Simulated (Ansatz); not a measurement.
Levels about the gap of amorphous In₂₄O₃₈Hf (63 atoms in a cell of 889 Å³, 6.62 g/cm³; zone centre alone, so wide bands show as single levels with stretches between that a denser mesh fills), at the geometry that PBE relaxed, where it gives -0.6 GPa on a denser mesh. The participation number counts the atoms over which a state spreads; weights are charges in smoothed Voronoi cells. The levels come from a single point, so bond lengths are those of that geometry. Method of the levels: PBE, scalar-relativistic without spin-orbit coupling (Ansatz, a quantum-chemistry and plane-wave program). Sampling: the zone centre alone; Fermi-Dirac width 0.02 eV; no spin polarisation. At PBE the levels at the filled edge of the gap are localised (band-tail or defect states), and the nearest spread-out levels lie 0.7 eV apart at the zone centre.

It comes from a melt-quench run on a machine-learned potential (CHGNet), relaxed afterwards by DFT. O atoms were pushed apart under 1.9 Å during the dynamics, to hinder bonds among them. The hot cell started wider than the set density and was brought back towards it in steps. It is the lowest in DFT energy of 2 quenches. It is a model cell: composition and starting density were chosen by hand, and all elements were melted together. No dispersion term was used. Its density started from a set value of 6.62 and ended at 6.62 g/cm³. The simulated quench (nominally 220 K/ps over its main leg) is rapid and tends to freeze in more defects than a deposited or slowly cooled glass has. A cell of this size samples the disorder only roughly. The volume was held where the preparation left it, at a PBE pressure of -0.6 GPa (tension). Stress components on the final sampling reach 1.3 GPa.

```csv
"E - E(highest filled), eV",filling,participation number,largest on,weight O,weight In,weight Hf
-0.39,filled,17.5,"O, 3 neighbours",0.94,0.06,0.00
-0.34,filled,20.5,"O, 4 neighbours",0.93,0.07,0.00
-0.29,filled,16.6,"O, 3 neighbours",0.93,0.07,0.00
-0.22,filled,11.5,"O, 3 neighbours",0.94,0.06,0.00
-0.17,filled,11.9,"O, 3 neighbours",0.94,0.05,0.00
-0.16,filled,8.1,"O, 3 neighbours",0.95,0.05,0.00
0.00,filled,10.5,"O, 3 neighbours",0.93,0.07,0.00
0.44,empty,58.5,"O, 3 neighbours",0.56,0.43,0.01
3.25,empty,40.4,"In, 6 neighbours",0.60,0.39,0.01
3.37,empty,39.6,"In, 5 neighbours",0.59,0.39,0.02
3.46,empty,45.5,"In, 6 neighbours",0.61,0.38,0.01
3.53,empty,37.5,"In, 6 neighbours",0.61,0.38,0.01
3.58,empty,42.2,"In, 6 neighbours",0.60,0.39,0.01
3.64,empty,44.5,"In, 5 neighbours",0.61,0.38,0.01
```

Most localised among these is the filled level at -0.16 eV, on a O atom, which has 3 neighbours (In 2.09 Å, In 2.18 Å, In 2.21 Å).
